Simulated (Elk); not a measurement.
A self-consistent single point of Li3Cu (I4/mmm, 4 atoms in the cell) with Elk.

Method of the run: Elk with PBEsol, all-electron FP-LAPW, Elk's shipped species files, APW+lo basis with extra local orbitals.

```
Li3Cu
1.0
   -2.02338     2.02338     3.59220
    2.02338    -2.02338     3.59220
    2.02338     2.02338    -3.59220
Li Cu
3 1
Cartesian
  0.00000   2.02338   1.79610
  2.02338   0.00000   1.79610
  0.00000   0.00000   3.59220
  0.00000   0.00000   0.00000
```

Reference input (self-consistent single point, DFT, PBEsol, all-electron FP-LAPW, Elk's shipped species files, APW+lo basis with extra local orbitals): xctype = 22; rgkmax = 7.5; stype = 0; swidth = 0.00183747 Ha; ngridk = 7 7 7; gmaxvr = 16 1/bohr; nxlo = 2; lorbcnd = true; lmaxi = 3. This run's input differs from it in these lines:

```diff
@@ -17,2 +17,8 @@
   .true.
+
+autolinengy
+  .true.
+
+dlefe
+  -0.3
```

Output (repeated stretches shortened):

```
│ Self-consistent loop started │
│ Loop number : 1 │
 total energy                :     -1638.74769662
│ Loop number : 2 │
 total energy                :     -1644.10683937
RMS change in Kohn-Sham potential (target) :    25.02572895     (  0.1000000000E-05)
Absolute change in total energy (target)   :    5.359142748     (  0.1000000000E-03)
│ Loop number : 3 │
 total energy                :     -1518.92123455
RMS change in Kohn-Sham potential (target) :    25.47355377     (  0.1000000000E-05)
Absolute change in total energy (target)   :    123.8458191     (  0.1000000000E-03)
│ Loop number : 4 │
   [... lines left out ...]
Absolute change in total energy (target)   :   0.2007431362E-04 (  0.1000000000E-03)
│ Loop number : 26 │
 total energy                :     -1676.11497773
RMS change in Kohn-Sham potential (target) :   0.3222495316E-05 (  0.1000000000E-05)
Absolute change in total energy (target)   :   0.4167408338E-04 (  0.1000000000E-03)
│ Loop number : 27 │
 total energy                :     -1676.11489981
RMS change in Kohn-Sham potential (target) :   0.7049227369E-06 (  0.1000000000E-05)
Absolute change in total energy (target)   :   0.8833405582E-04 (  0.1000000000E-03)
Convergence targets achieved

│ Loop number : 28 │

Energies :
 Fermi                       :     0.755088939117E-01
 total energy                :     -1676.11491556

Density of states at Fermi energy :    29.36323182
 (states/Hartree/unit cell)

Estimated indirect band gap :   0.1126138178E-02
 from k-point     16 to k-point     16
Estimated direct band gap   :   0.1126138178E-02
 at k-point     16

Charges :
 core                        :    12.00000000
 valence                     :    26.00000000
 interstitial                :    3.443686106
 muffin-tins (core leakage)
  species :    1 (Li)
   atom    1                 :    2.166862486     (   0.000000000    )
   atom    2                 :    2.166862486     (   0.000000000    )
   atom    3                 :    2.154075128     (   0.000000000    )
  species :    2 (Cu)
   atom    1                 :    28.06851379     (  0.1612287946E-03)
 total in muffin-tins        :    34.55631389
 total calculated charge     :    37.99443473
 total charge                :    38.00000000
 error                       :   0.5565266633E-02

│ Self-consistent loop stopped │
```

The run converged in 28 iterations. The count includes the last loop, which Elk runs after its targets are met. Against the reference run the total energy falls by 4.5 meV/atom.

The starting cell comes from a database of computed structures (which also holds hypothetical and non-ambient phases and stackings), without a prior relaxation at this level. Spin polarisation is off. Values depend on the basis (sphere radii, cutoffs, local orbitals), which need not be converged. The log's line on a gap gives a spacing of levels on this mesh, which the program prints for metals too.

Cost on one core of a shared machine: roughly 3 min.
